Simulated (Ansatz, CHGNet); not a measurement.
How the lattice parameter c of CoPtO2 (R-3m, No. 166, 4 atoms in the cell; start mp-19210) moves with the method

No measured value is used here.

```json
[
 {"level (code)": "CHGNet-r²SCAN", "value (Å)": "17.863"},
 {"level (code)": "LDA (Ansatz)", "value (Å)": "17.558"},
 {"level (code)": "PBE (Ansatz)", "value (Å)": "17.896"},
 {"level (code)": "PBE-D4 (Ansatz)", "value (Å)": "17.814"},
 {"level (code)": "r²SCAN+rVV10 (Ansatz)", "value (Å)": "17.760"}
]
```

The crystal itself was run without spin with LDA, PBE, PBE-D4, r²SCAN+rVV10; a magnetic state was not tried in these runs. Density-functional levels without +SOC have no spin–orbit coupling. CHGNet-r²SCAN, LDA, PBE, PBE-D4, r²SCAN+rVV10: the relaxation could not lower the start's symmetry, so the cell can be a saddle point above a distorted one. LDA, PBE, PBE-D4, r²SCAN+rVV10: the run has no spin polarisation, so it can have missed a magnetic state. PBE-D4: a distance lies near a switch of the dispersion term, which can move the cell. Cutoffs and k meshes differ between the levels. Ansatz's density-functional and Hartree–Fock values are scalar-relativistic unless marked +SOC, with PAW data made under PBE.

Machine-learned potentials (CHGNet-r²SCAN) are trained on DFT data: a solid inside that data is no test of them.

A start named mp-… is a Materials Project structure, which need not be a measured phase.

Ansatz is a program for electronic structure.
